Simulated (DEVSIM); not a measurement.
Device: abrupt Si p-n junction, at 300 K.

```tsv
layer (left to right)	material	thickness (μm)	Nd (cm⁻³)	Na (cm⁻³)	τn (s)	τp (s)
1	Si	0.130	-	2e17	1.2e-6	1.2e-6
2	Si	1.00	1.1e14	-	1.2e-6	1.2e-6
```

Left contact: ohmic. Right contact: ohmic. Voltage is applied to the left contact. Recombination: SRH at mid-gap, Auger. Mobility is constant in doping.

The device is made up for the run: typed textbook-type constants, with dimensions and the other settings drawn at random. Values at 300 K.

| parameter | Si |
|---|---|
| gap (eV) | 1.124 |
| affinity (eV) | 4.05 |
| permittivity | 11.7 |
| Nc (cm⁻³) | 2.86e19 |
| Nv (cm⁻³) | 3.1e19 |
| μn (cm²/Vs) | 1417 |
| μp (cm²/Vs) | 470 |
| Cn (cm⁶/s) | 2.8e-31 |
| Cp (cm⁶/s) | 9.9e-32 |

Simulated with DEVSIM: 1D drift-diffusion, Boltzmann statistics, complete ionisation; no tunnelling, impact ionisation, image-force lowering or self-heating.

Q: Give the dark forward current.

A: 
(V (V), J (A/cm²)): (0.05, 2.3e-6); (0.10, 1.6e-5); (0.20, 0.00058); (0.25, 0.0034); (0.35, 0.097); (0.40, 0.46); (0.50, 6.4); (0.55, 19); (0.65, 130); (0.70, 280); (0.80, 620); (0.85, 750); (0.95, 970); (1.00, 1100); (1.10, 1300); (1.15, 1400); (1.25, 1600); (1.30, 1700); (1.40, 1900); (1.45, 2000)
